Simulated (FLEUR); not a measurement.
FLEUR run on MoIr3 (P6_3/mmc, 8 atoms in the cell): self-consistent single point.

Method: LDA (Perdew-Zunger), all-electron FLAPW (FLEUR), scalar-relativistic valence.

```
CELL_PARAMETERS angstrom
      5.50902     0.00000     0.00000
     -2.75451     4.77095     0.00000
      0.00000     0.00000     4.39795
ATOMIC_POSITIONS crystal
  Mo 0.33333 0.66667 0.25000
  Mo 0.66667 0.33333 0.75000
  Ir 0.83368 0.66735 0.25000
  Ir 0.16633 0.33265 0.75000
  Ir 0.16633 0.83368 0.75000
  Ir 0.83368 0.16633 0.25000
  Ir 0.33265 0.16633 0.25000
  Ir 0.66735 0.83368 0.75000
```

Reference input (self-consistent single point, DFT, PBEsol, all-electron FLAPW (FLEUR), scalar-relativistic valence): Kmax = 4.2 1/bohr; GmaxXC = 16.8 1/bohr; xcFunctional = PBEs; jspins = 1; l_soc = F; mode = hist; fermiSmearingEnergy = 0.00499791 Htr; mesh (inpgen div1-3) = 5 5 6; inpgen gamma flag = true; Gmax = 16.8 1/bohr; numbands = 0; maxIterBroyd = 15. This run's input differs from it in these lines:

```diff
@@ -20,3 +20,3 @@
 &comp jspins=1 /
-&exco xctyp='PBEs' /
+&exco xctyp='pz' /
 &kpt div1=5 div2=5 div3=6 gamma=t /
@@ -33,3 +33,3 @@
       <coreElectrons ctail="T" frcor="F" kcrel="0" coretail_lmax="0"/>
-      <xcFunctional name="PBEs" relativisticCorrections="F"/>
+      <xcFunctional name="pz" relativisticCorrections="F"/>
       <magnetism jspins="1"/>
```

The program printed (abridged):

```
 Iteration:     1   Distance:      21.28988922 me/bohr^3
 Iteration:     2   Distance:      17.14474775 me/bohr^3
 Iteration:     3   Distance:      11.81221343 me/bohr^3
 Iteration:     4   Distance:      18.78734748 me/bohr^3
 Iteration:     5   Distance:       7.19995195 me/bohr^3
   [... 12 lines left out ...]
 Iteration:    18   Distance:       0.00011091 me/bohr^3
 Iteration:    19   Distance:       0.00003470 me/bohr^3
 Iteration:    20   Distance:       0.00001270 me/bohr^3
 Iteration:    21   Distance:       0.00000697 me/bohr^3
 Reset of history
 Run finished successfully
 Stop message:
   Structural relaxation: new displacements generated

[file out, last iteration]
             iter=     22
[...]
          total density-effective poten   -2.0081541634E+05
          total charge density-energy d   -2.2739140637E+03
 Updated energy parameters for spin:           1
[...]
 fermi energy and band-weighting factors:
   [... 9 lines left out ...]

[...]
FERMIE:
          first approx. to ef    (T=0)  :   0.648266 htr   (energy of the highest occ. eigenvalue)
          number of occ. states  (T=0)  :       1170
          first approx. to seigv (T=0)  : -23.712992 htr
          sum of weights of occ. states :  59.046667
          sum of semicore charge        :   0.000000 e
FERHIS:  Fermi-Energy by histogram:
          bandgap                     :   0.000364 htr
   [... lines left out ...]
          charge neutrality (T=0)     :   0.093333    (zero if the highest occ. eigenvalue is "entirely" occupied)
     EF_NEWTON:  Adjust Fermi-Energy by Newton-Method.
 Direct bandgap for spin            1 :    5.5268172716551600E-003  Htr
 ---->    free energy=                   -115179.6049973139 htr
   [... lines left out ...]
      extrapolation for T->0
 ---->    total electron energy=         -115179.5990730090 htr
 ***** TOTAL FORCES ON ATOMS *****
 TOTAL FORCE FOR ATOM TYPE=  1  X=  5.205   Y= -3.005   Z=  2.078
                       FX_TOT= 0.000000 FY_TOT= 0.000000 FZ_TOT= 0.000000
 TOTAL FORCE FOR ATOM TYPE=  2  X=  0.000   Y= -2.999   Z=  2.078
                       FX_TOT= 0.000000 FY_TOT=-0.000190 FZ_TOT= 0.000000
```

The run converged in 21 iterations. FLEUR gives forces in its relaxation mode, with a further iteration, so its stop message speaks of a relaxation. Against the reference run the largest force goes from 0.015 to 0.010 eV/Å.

The starting cell comes from a database of computed structures (which also holds hypothetical and non-ambient phases and stackings), without a prior relaxation at this level. Spin-orbit coupling is off. Spin polarisation is off. Values depend on the basis (sphere radii, cutoffs, local orbitals), which need not be converged. The log's line on a gap gives a spacing of levels on this mesh, which the program prints for metals too.

Cost on one core of a shared machine: roughly 5 min.
